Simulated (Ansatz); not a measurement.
Base system: MgS in the rock salt structure (space group Fm-3m, No. 225; a = 5.230 Å).

All numbers come from PBE in Ansatz (plane waves to 420 eV, PAW, no spin-orbit coupling), earlier PAW set.

Base values:

The valley order is X along ⟨100⟩ 2.76 eV; Γ 3.60 eV and the hole mass comes out as 0.25, 0.97, 0.97 mₑ (at Γ).

Now apply this change: the cell is scaled by 1.0222 in all directions; the atoms relax in the strained cell.

### Question
Estimate the effect on the mean gap deformation potential ΔEg/Δln V.

### Answer
The mean gap deformation potential ΔEg/Δln V amounts to -2.2 eV.

### Question
Estimate the effect on the energy relative to the base.

### Answer
The energy increases by 17 meV/atom.

### Question
Predict the new valley order.

### Answer
The valley order (the lowest conduction-band minima on the path, energy above the VBM, named in the base's zone) becomes X along ⟨100⟩ 2.61 eV; Γ 3.12 eV (base: X along ⟨100⟩ 2.76 eV; Γ 3.60 eV).

### Question
Predict the new hole mass.

### Answer
The hole mass (degenerate bands, along [100]) changes from 0.25, 0.97, 0.97 mₑ (at Γ) to 0.23, 1.0, 1.0 mₑ (at Γ).

Masses are band curvatures over ±0.01 Å⁻¹ around the edge. No phonon test of stability was made.

Ansatz is an electronic-structure program.
